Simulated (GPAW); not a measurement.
Worked example: self-consistent single point of Ba (P4/mmm, 1 atom in the cell) in GPAW.

Level of theory: LDA (Perdew-Wang 92), GPAW PAW datasets LDA (gpaw-data 1.0.1) (plane waves; GPAW).

```
CELL_PARAMETERS angstrom
      3.99965     0.00000     0.00000
      0.00000     3.99965     0.00000
      0.00000     0.00000     3.60554
ATOMIC_POSITIONS crystal
  Ba 0.50000 0.50000 0.50000
```

Reference input (self-consistent single point, DFT LDA (Perdew-Wang 92), plane waves, GPAW PAW datasets LDA (gpaw-data 1.0.1)): mode = pw; ecut = 550 eV; xc = LDA; kpts = 6 6 6; mesh shift (steps) = 0 0 0; occupations.name = methfessel-paxton; occupations.width = 0.1 eV; occupations.order = 1; nbands = -7; convergence.density = 1e-05 e/electron; symmetry.symmorphic = false; symmetry.tolerance = 0.0005. This run's input differs from it in these lines:

```diff
@@ -14,3 +14,3 @@
             kpts={'size': (6, 6, 6), 'gamma': True},
-            occupations={'name': 'methfessel-paxton', 'width': 0.1, 'order': 1},
+            occupations={'name': 'fermi-dirac', 'width': 0.1},
             nbands=-7,
```

Output, abridged:

```
     iter     time        total  log10-change:
                         energy   eigst   dens
iter:   1 --:--:--    -0.967837
iter:   2 --:--:--    -2.007065   -0.33  -1.17
iter:   3 --:--:--    -2.135503   -1.40  -1.12
iter:   4 --:--:--    -1.879047   -1.64  -1.09
iter:   5 --:--:--    -1.881057   -3.17  -1.76
iter:   6 --:--:--    -1.877120c  -3.22  -1.77
iter:   7 --:--:--    -1.874445   -4.05  -1.90
iter:   8 --:--:--    -1.874390c  -4.91  -2.17
iter:   9 --:--:--    -1.874092c  -4.90  -2.36
iter:  10 --:--:--    -1.874099c  -6.65  -3.35
iter:  11 --:--:--    -1.874081c  -6.62  -3.31
iter:  12 --:--:--    -1.874091c  -6.80  -3.40
iter:  13 --:--:--    -1.874090c  -8.40c -4.26
iter:  14 --:--:--    -1.874089c  -9.33c -4.40
iter:  15 --:--:--    -1.874089c  -9.66c -4.52
iter:  16 --:--:--    -1.874089c  -9.53c -4.62
iter:  17 --:--:--    -1.874088c -10.19c -4.70
iter:  18 --:--:--    -1.874089c  -9.14c -4.71
iter:  19 --:--:--    -1.874089c -10.74c -5.59c
Converged after 19 iterations.

Dipole moment: (0.000000, 0.000000, -0.000000) |e|*Ang

Energy contributions relative to reference atoms: (reference = -221107.773552)

Kinetic:         -0.606501
Potential:       +3.392620
External:        +0.000000
XC:              -4.589915
Entropy (-ST):   -0.047168
Local:           -0.046708
SIC:             +0.000000
--------------------------
Free energy:     -1.897672
Extrapolated:    -1.874089

Showing only first 2 kpts
 Kpt  Band  Eigenvalues  Occupancy
  0     3     -8.19485    2.00000
  0     4      2.71800    2.00000
  0     5      5.20229    1.55251
  0     6      5.23744    1.41882

  1     3     -8.53333    2.00000
  1     4      3.18987    2.00000
  1     5      5.43110    0.52070
  1     6      5.97838    0.00295

Fermi level: 5.32669

No gap
No difference between direct/indirect transitions
Energy (eV): -1.874089

Forces in eV/Ang:
  0 Ba    0.00000    0.00000    0.00000

Stress tensor:
     0.011423     0.000000     0.000000
     0.000000     0.011423     0.000000
     0.000000     0.000000    -0.007493
Stress (GPa, Voigt): [ 1.8302  1.8302 -1.2006  0.      0.      0.    ]
```

The run converged in 19 iterations. GPAW prints stress with tension positive. Against the reference run the free energy drops by 24.5 meV/atom and the pressure goes from -0.94 to -0.82 GPa.

The starting cell comes from a database of computed structures (which also holds hypothetical and non-ambient phases and stackings), without a prior relaxation at this level.
